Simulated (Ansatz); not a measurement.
The starting structures come from a database of crystals and need not be the phases stable at ambient conditions.

Tunnelling through a barrier is set by its complex band structure: the current falls as exp(−2κd) with the smallest κ.

Given:

```xyz
12
Lattice="5.9372 0.0000 0.0000 0.0000 5.9372 0.0000 0.0000 0.0000 7.0807" Properties=species:S:1:pos:R:3 pbc="T T T"
Ge     5.4290     5.4290     0.0000
Ge     3.4768     2.4604     5.3105
Ge     0.5082     0.5082     3.5403
Ge     2.4604     3.4768     1.7702
Ge     4.9312     3.7280     1.7379
Ge     5.1778     1.9626     7.0484
Ge     1.0060     2.2092     5.2782
Ge     0.7594     3.9746     3.5080
Ge     1.9626     5.1778     0.0323
Ge     2.2092     1.0060     1.8025
Ge     3.9746     0.7594     3.5726
Ge     3.7280     4.9312     5.3428
```

The cell is taken as given.

Transport runs along the normal of the first two printed cell vectors, the (001) plane of the conventional cell.

The gap is the functional's own. No spin-orbit coupling. Mid-gap values are those at the computed energy nearest the middle.

Question: Give the band gap and the smallest decay constant κ at mid-gap that r2SCAN in Ansatz (a first-principles code) yields.

Answer: Gap 0.75 eV on a 6×6×4 mesh; κ = 0.100 1/Å, at (0.333, 0.333) of the in-plane reciprocal vectors. At the zone centre the slowest state has κ = 0.13 1/Å.
